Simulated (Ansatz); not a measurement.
Cubic perovskite BaZrO3 was calculated with r²SCAN in Ansatz (plane waves, PAW).

Settings: plane-wave cutoff 560 eV, 8×8×8 k mesh, Fermi–Dirac smearing 0.01 eV, scalar-relativistic PAW data made under PBE.

The cell has the measured lattice: a = b = c = 4.1910 Å, α = β = γ = 90.00°.

Q: Give the computed band gap and smallest direct gap on the k points sampled.

A: 
- band gap: 3.76 eV
- smallest direct gap on the k points sampled: 3.97 eV

Measured, for comparison: band gap 5.3 eV (temperature not stated, not corrected to a static lattice, first of three measured values (5.3, 4.86, 4.8), our sources range from 4.86 to 5.30; as tabulated in Lindman et al. (2015), arXiv:1503.06612).

Note: cell and atoms aren't relaxed at this level (pressure 1.7 GPa).

Spin–orbit coupling is not included.

Static lattice: no zero-point or thermal effects.

Ansatz is a program for electronic structure.
